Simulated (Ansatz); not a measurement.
The starting structures come from a database of crystals and need not be the phases stable at ambient conditions.

The decay constant κ of evanescent states in the gap governs leakage through a thin film.

Given:

```xyz
14
Lattice="7.5453 0.0000 0.0000 0.0000 10.6707 0.0000 3.7727 5.3354 3.7727" Properties=species:S:1:pos:R:3 pbc="T T T"
Mg     0.0000     5.3354     0.0000
Mg     3.7727     8.0030     0.0000
Sc     7.5453     9.3369     1.8863
Sc     1.8863     1.3338     0.0000
Sc     3.7727     4.0015     1.8863
Sc     5.6590     1.3338     0.0000
S      5.7745     9.4185     0.0000
S      7.5453     6.7508     2.0018
S      1.7709     9.4185     0.0000
S      3.7727    12.0862     1.7709
S      3.7727     6.5876     2.0018
S      2.0018     3.9199     0.0000
S      7.5453    11.9229     1.7709
S      5.5436     3.9199     0.0000
```

Space group of this cell: Fd-3m, spinel. The cell is taken as given; by PBEsol its mean pressure is -2.1 GPa.

Transport runs along the normal of the first two printed cell vectors, the (110) plane of the conventional cell.

The gap is the functional's own, uncorrected, and κ follows it; spin-orbit coupling is left out. Mid-gap values are interpolated between the computed energies.

Problem. Predict the band gap and the smallest decay constant κ at mid-gap from PBEsol (Ansatz, an electronic-structure program).

Solution. Gap 1.47 eV on a 8×8×8 mesh; κ = 0.186 1/Å, at the zone centre.
